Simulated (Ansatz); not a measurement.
A computed series for hypothetical rock salt BeTe: response to strain and stress

Base system: BeTe in the rock salt structure (space group Fm-3m, No. 225; a = 5.370 Å; a hypothetical phase, not in the database extracts checked). Axes: x, y, z lie along the cube axes.

Strains are applied to the cell and any free atomic positions relax; under stress the whole cell relaxes.

The values are results of Ansatz (a first-principles code), r2SCAN, PAW, cutoff 500 eV, spin-orbit coupling left out, not measurements.

Candidates:
(a) uniaxial stress, 3 GPa compression along z
(b) isotropic strain +2.55 %
(c) tensor shear ε_xz = +0.65 %

Notes on the quantities. energy relative to the base: free energy F.

Task: Order them by energy relative to the base, highest first.

Result: (b) isotropic strain +2.55 % (+22 meV/atom), (a) uniaxial stress, 3 GPa compression along z (+5.4 meV/atom), (c) tensor shear ε_xz = +0.65 % (+0.5 meV/atom)

Without a gap, meshes like the base's 15×15×15 leave anisotropic stresses uncertain by several tenths of a GPa, and small strain energies with them. Stability under load was not tested beyond the relaxation. The final runs are not spin-polarised.
